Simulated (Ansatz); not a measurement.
Input:

```
CELL_PARAMETERS angstrom
      3.86556     0.00000     0.00000
      0.00000     3.86556     0.00000
      0.00000     0.00000     3.86556
ATOMIC_POSITIONS crystal
  Sr 0.00000 0.00000 0.00000
  Ti 0.50000 0.50000 0.50000
  O  0.50000 0.00000 0.50000
  O  0.00000 0.50000 0.50000
  O  0.50000 0.50000 0.00000
```

No spin polarisation.

Calculations: DFT with PBE, PAW potentials and a 420 eV plane-wave cutoff in Ansatz (an electronic-structure program), without spin-orbit coupling. k-mesh 8×8×8 (Γ-centred); smearing 0.05 eV (Fermi–Dirac).

Problem. What gap character does the calculation give?

Solution. Indirect, R → Γ.

Problem. Estimate the width of the top valence band.

Solution. 1.05 eV.

The cells carry an imposed strain or load. No phonon test of stability was made. The final runs are not spin-polarised. The cell was made from SrTiO$_{3}$ in the cubic perovskite structure (space group Pm-3m, No. 221) by this change: isotropic strain −1.80 %. Many cubic perovskites are stable only at high temperature; tilts and polar distortions were not tested.
